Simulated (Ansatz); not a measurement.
Effect of biaxial strain +1.00 %, plane normal [001], relaxed out of plane on ZnSe

The parent structure is ZnSe in the zinc blende structure (space group F-43m, No. 216; a = 5.633 Å). Axes: x, y, z lie along the cube axes.

Perturbation: tensile biaxial strain of 1.00 % in the plane normal to [001], as in epitaxy on a mismatched substrate; the out-of-plane cell vector and the atoms relax.

Method: DFT with PBEsol, PAW potentials and a 420 eV plane-wave cutoff in Ansatz (an electronic-structure program), no SOC. Settings: 10×10×10 k-points, 0.05 eV Fermi–Dirac smearing.

The volume per atom goes up by 0.176 Å³ to 22.52 Å³ and the space group becomes I-4m2 (No. 119) (base: F-43m (No. 216)). The shortest interatomic distance goes up by 0.007 Å (2.439 Å → 2.446 Å) and the energy grows by 1.1 meV/atom. The pressure (mean of the normal stresses, compression positive) goes from zero to -5.1 kbar and the band gap falls by 0.085 eV, from 1.24 eV to 1.15 eV. The gap character stays direct at Γ and the electron mass becomes 0.090 mₑ (at Γ) (base: 0.091 mₑ (at Γ)). The hole mass is 0.093 mₑ out of plane, 0.57 mₑ in plane (at Γ) and the valence-band top at Γ (three highest levels, from the VBM) becomes 0.00, -0.08, -0.08 eV (base: 0.00, 0.00, 0.00 eV). The valley order (the lowest conduction-band minima on the path, energy above the VBM, named in the base's zone) goes from Γ 1.24 eV; L along ⟨111⟩ 2.48 eV to Γ 1.15 eV; L along [1-1-1] 2.41 eV and the out-of-plane strain comes out as -1.20 %. The ratio −ε⊥/ε∥ is 1.20.

Final structure (turned so that z lies along the plane normal):

```xyz
2
Lattice="4.0232 0.0000 0.0000 0.0000 4.0232 0.0000 2.0116 -2.0116 2.7829" Properties=species:S:1:pos:R:3 pbc="T T T"
Zn     0.0000     0.0000     0.0000
Se     4.0232     2.0116     1.3914
```

Effective masses come from finite differences of ±0.01 Å⁻¹. Stability against distortions was not tested. k-point labels follow each cell's own Brillouin zone.
